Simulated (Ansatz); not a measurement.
## A computed series for TiAl: response to strain

Base system: TiAl (space group P4/mmm, No. 123; relaxed with 0.1 eV smearing).

```yaml
crystal:
  lattice:
    - [2.81271, 0.00000, 0.00000]
    - [0.00000, 2.81271, 0.00000]
    - [0.00000, 0.00000, 4.06160]
  atoms:
    - { symbol: Ti, position: [0.00000, 0.00000, 0.00000] }
    - { symbol: Al, position: [0.50000, 0.50000, 0.50000] }
```

Cartesian axes are those of the cell as printed.

Strains are applied to the cell and any free atomic positions relax.

All numbers come from r2SCAN in Ansatz (plane waves to 500 eV, PAW, without spin-orbit coupling).

Notes on the quantities. energy relative to the base: free energy F.

```csv
uniaxial strain ε_zz (%),energy relative to the base (meV/atom)
0,0.0
0.5,?
1,0.9
1.5,2.1
2,3.7
2.5,5.7
3,8.1
```

**Question.** Fit ΔE = Aε² + Bε³ (ε in %) to the rows shown and predict the withheld row.

**Answer.** Least squares on the printed values gives A = 0.963 and B = -0.021 meV/atom (largest residual 0.0 meV/atom); this predicts 0.2 meV/atom, and the run gives 0.2 meV/atom, in agreement.

No phonon test of stability was made. The final runs are not spin-polarised.

Ansatz is an electronic-structure program.
